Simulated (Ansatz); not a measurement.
# YN in the rock salt structure (space group Fm-3m, No. 225)

```
CELL_PARAMETERS angstrom
      0.00000     2.42806     2.42806
      2.42806     0.00000     2.42806
      2.42806     2.42806     0.00000
ATOMIC_POSITIONS crystal
  Y  0.50000 0.50000 0.50000
  N  0.00000 0.00000 0.00000
```

Level of theory: Ansatz (a first-principles code) PBEsol, spin-orbit coupling left out. Settings: 12×12×12 k-points, 0.05 eV Fermi–Dirac smearing.

```yaml
volume_per_atom: 14.31 Å³
density: 5.97 g/cm³
band_gap: 0.08 eV, indirect, Γ → X
Hole mass (degenerate bands, along [100]): 0.16, 0.99, 0.99 mₑ
Lowest conduction-band minima above the VBM: X along ⟨100⟩ 0.08 eV
total_energy: -2088.621 eV/atom (σ→0; compares only within this code and set-up)
```

Masses are band curvatures over ±0.01 Å⁻¹ around the edge. Stability against distortions was not tested. The base started in Pnma and relaxed to Fm-3m at this level. A zero or small gap of YN can be the functional's error rather than a property of the material.
